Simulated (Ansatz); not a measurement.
**PtSe2, response to strain**

Consider PtSe2 in the CdI2 type structure (space group P-3m1, No. 164; a = 3.772 Å, c = 4.821 Å; layered; relaxed with 0.1 eV smearing).

Strains are applied to the cell and any free atomic positions relax.

Calculations: PBE-D3(BJ), PAW, 420 eV (Ansatz, a first-principles code; spin-orbit coupling left out).

Notes on the quantities. energy relative to the base: free energy F.

```tsv
isotropic strain (%)	energy relative to the base (meV/atom)
-3	46.5
-2.5	31.6
-2	19.8
-1	4.7
0	0.0
0.5	1.1
1.5	?
2	16.7
2.5	25.6
```

Question: Fit ΔE = Aε² + Bε³ (ε in %) to the rows shown and predict the withheld row.

Answer: Least squares on the printed values gives A = 4.58 and B = -0.19 meV/atom (largest residual 0.1 meV/atom); this predicts 9.6 meV/atom, and the run gives 9.6 meV/atom, in agreement.

No phonon test of stability was made. All final runs are without spin polarisation.
